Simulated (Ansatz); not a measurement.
A periodic model of amorphous Ti$_{20}$O$_{41}$Ba:

```yaml
crystal:
  lattice:
    - [9.14970, -0.15836, -0.19661]
    - [-0.15836, 9.35755, 0.06115]
    - [-0.19661, 0.06115, 9.08306]
  atoms:
    - { symbol: Ti, position: [0.34946, 0.06494, 0.85962] }
    - { symbol: Ti, position: [0.44149, 0.14958, 0.19571] }
    - { symbol: Ti, position: [0.77739, 0.34753, 0.09669] }
    - { symbol: Ti, position: [0.13304, 0.38768, 0.61436] }
    - { symbol: Ti, position: [0.48453, 0.48800, 0.13613] }
    - { symbol: Ti, position: [0.46786, 0.96047, 0.57326] }
    - { symbol: Ti, position: [0.08317, 0.06321, 0.66089] }
    - { symbol: Ti, position: [0.21018, 0.93927, 0.34723] }
    - { symbol: Ti, position: [0.55231, 0.75674, 0.83044] }
    - { symbol: Ti, position: [0.80739, 0.49865, 0.40323] }
    - { symbol: Ti, position: [0.88886, 0.81812, 0.24606] }
    - { symbol: Ti, position: [0.72244, 0.13028, 0.74753] }
    - { symbol: Ti, position: [0.78419, 0.81398, 0.59530] }
    - { symbol: Ti, position: [0.19270, 0.34730, 0.94701] }
    - { symbol: Ti, position: [0.47120, 0.57716, 0.53265] }
    - { symbol: Ti, position: [0.70831, 0.00747, 0.05089] }
    - { symbol: Ti, position: [0.20054, 0.63686, 0.27135] }
    - { symbol: Ti, position: [0.47887, 0.81921, 0.18972] }
    - { symbol: Ti, position: [0.68681, 0.47634, 0.81598] }
    - { symbol: Ti, position: [0.08228, 0.27013, 0.28798] }
    - { symbol: O, position: [0.68988, 0.99584, 0.57582] }
    - { symbol: O, position: [0.20491, 0.73012, 0.43420] }
    - { symbol: O, position: [0.25919, 0.99016, 0.54595] }
    - { symbol: O, position: [0.64562, 0.16216, 0.18264] }
    - { symbol: O, position: [0.84515, 0.47152, 0.95276] }
    - { symbol: O, position: [0.96544, 0.87898, 0.64323] }
    - { symbol: O, position: [0.88076, 0.32940, 0.28621] }
    - { symbol: O, position: [0.22678, 0.12202, 0.25756] }
    - { symbol: O, position: [0.05636, 0.28749, 0.07064] }
    - { symbol: O, position: [0.47174, 0.98203, 0.04694] }
    - { symbol: O, position: [0.11372, 0.46826, 0.80010] }
    - { symbol: O, position: [0.44530, 0.33488, 0.25504] }
    - { symbol: O, position: [0.34779, 0.20782, 0.00499] }
    - { symbol: O, position: [0.76707, 0.17772, 0.95399] }
    - { symbol: O, position: [0.00775, 0.94654, 0.34467] }
    - { symbol: O, position: [0.40297, 0.86710, 0.76928] }
    - { symbol: O, position: [0.58343, 0.40114, 0.97988] }
    - { symbol: O, position: [0.29193, 0.50009, 0.04976] }
    - { symbol: O, position: [0.67730, 0.86561, 0.22525] }
    - { symbol: O, position: [0.44429, 0.97297, 0.34600] }
    - { symbol: O, position: [0.25957, 0.82023, 0.17418] }
    - { symbol: O, position: [0.08833, 0.21561, 0.49903] }
    - { symbol: O, position: [0.52528, 0.70166, 0.02249] }
    - { symbol: O, position: [0.95577, 0.46809, 0.53898] }
    - { symbol: O, position: [0.00313, 0.66947, 0.19464] }
    - { symbol: O, position: [0.67868, 0.93350, 0.85836] }
    - { symbol: O, position: [0.48662, 0.11418, 0.71075] }
    - { symbol: O, position: [0.43652, 0.63218, 0.29221] }
    - { symbol: O, position: [0.91656, 0.13813, 0.71685] }
    - { symbol: O, position: [0.50421, 0.57121, 0.75138] }
    - { symbol: O, position: [0.16372, 0.43885, 0.31581] }
    - { symbol: O, position: [0.69770, 0.50137, 0.21044] }
    - { symbol: O, position: [0.53971, 0.77133, 0.55882] }
    - { symbol: O, position: [0.88791, 0.91698, 0.06812] }
    - { symbol: O, position: [0.75597, 0.68555, 0.75741] }
    - { symbol: O, position: [0.81842, 0.70743, 0.42572] }
    - { symbol: O, position: [0.16849, 0.98133, 0.84053] }
    - { symbol: O, position: [0.21162, 0.22817, 0.75565] }
    - { symbol: O, position: [0.30818, 0.46900, 0.56079] }
    - { symbol: O, position: [0.69857, 0.32094, 0.70935] }
    - { symbol: O, position: [0.63191, 0.48191, 0.49503] }
    - { symbol: Ba, position: [0.03935, 0.72469, 0.89592] }
```

Methods: PBE, scalar-relativistic without spin-orbit coupling (Ansatz, a quantum-chemistry and plane-wave program); r2SCAN, scalar-relativistic without spin-orbit coupling (Ansatz); HSE06, scalar-relativistic without spin-orbit coupling (Ansatz). Neutral PBE cell, which sets geometry, pressure and energy: sampling: a 2×2×2 Γ-centred mesh; Fermi-Dirac width 0.02 eV; no spin polarisation. Exact exchange is cut at the faces of this 9 Å cell, which leaves hybrid gaps a finite-size error.

A CHGNet melt-quench gave the starting glass, which DFT then relaxed. O atoms were pushed apart under 1.9 Å during the dynamics, to hinder bonds among them. The hot cell started wider than the set density and was brought back towards it in steps. It is the lowest in DFT energy of 2 quenches. It is a model cell: composition and starting density were chosen by hand, and all elements were melted together. No dispersion term was used. Its density started from a set value of 3.74 and ended at 3.74 g/cm³. The quench (nominally 300 K/ps over its main leg) was far faster than any real one, so the model tends to hold more defects than a real film. A cell of this size samples the disorder only roughly. The volume was held where the preparation left it and the shape relaxed.

Problem. Give the pressure and the spacing of the highest filled and lowest empty levels.

Solution. 
```yaml
Pressure on a 2×2×2 Γ-centred mesh: 1.5 kbar
Largest force and stress component on that mesh (the relaxation ran on the zone centre alone): 0.10 eV/Å and 0.2 GPa
Level gap on a 2×2×2 Γ-centred mesh (PBE): 2.59 eV
Level gap at the zone centre (PBE): 2.70 eV
Level gap at the zone centre (r2SCAN): 3.01 eV
Level gap at the zone centre (HSE06): 4.19 eV
Distance between the nearest levels spread over more than a fifth of the atoms or a third of the atoms of their main element (six at least) (PBE, zone centre): 2.75 eV
```

Problem. At PBE and the zone centre, how localised are the states just below and above the Fermi level (participation number: the atoms over which a state spreads)?

Solution. The highest filled state is spread over 14.1 atoms' worth, largest on O42, with weights by element (charge in smoothed Voronoi cells) O 0.93, Ti 0.07, Ba 0.00. The lowest empty state is spread over 4.9 atoms' worth, largest on Ti18, with weights by element (charge in smoothed Voronoi cells) Ti 0.80, O 0.20, Ba 0.00.

At PBE the levels at the empty edge of the gap are localised (band-tail or defect states).

Cut-offs for bonds: Ti-Ti 3.12 Å, Ti-O 2.38 Å, Ti-Ba 3.93 Å, O-O 1.58 Å, O-Ba 3.37 Å, Ba-Ba 4.73 Å. Two cations that share two anions don't count as bonded, nor two that share one unless they lie closer than Ti-Ti 3.04 Å, Ti-Ba 3.82 Å, Ba-Ba 4.60 Å.

Added carriers, by PBE, scalar-relativistic without spin-orbit coupling (Ansatz) on the zone centre alone. Charged cells keep the cell fixed and stand in a uniform background, with no image correction, at a width of 0.01 eV; where the count is odd the moment is locked at 1 μB, unless the neutral cell bore moments. Each starts from the undistorted neutral geometry alone. PBE's self-interaction favours spread-out carriers, so it can miss traps that a hybrid finds.

Problem. What happens at PBE when the cell takes an extra electron and the atoms relax?

Solution. Relaxation lowers the charged cell by 0.09 eV. The largest moves are Ti1 0.08 Å, O53 0.07 Å, O48 0.07 Å, Ti15 0.06 Å. The level that holds the added charge spreads over 8.2 atoms' worth, most on Ti18 (weight 0.32): a partly localised carrier. No bond crosses its cut-off with a change of over 0.15 Å (metal-metal contacts aside). Made neutral again at that geometry, the cell lies +0.16 eV from the neutral start.

Problem. What happens at PBE when the cell takes a hole and the atoms relax?

Solution. Relaxation lowers the charged cell by 0.28 eV. The largest moves are O24 0.21 Å, Ti2 0.14 Å, O49 0.14 Å, O32 0.13 Å. The level that was emptied spreads over 3.7 atoms' worth, most on O24 (weight 0.43): a localised (trapped) carrier, which neighbours of that atom can share. No bond crosses its cut-off with a change of over 0.15 Å (metal-metal contacts aside). Made neutral again at that geometry, the cell lies +0.87 eV from the neutral start.
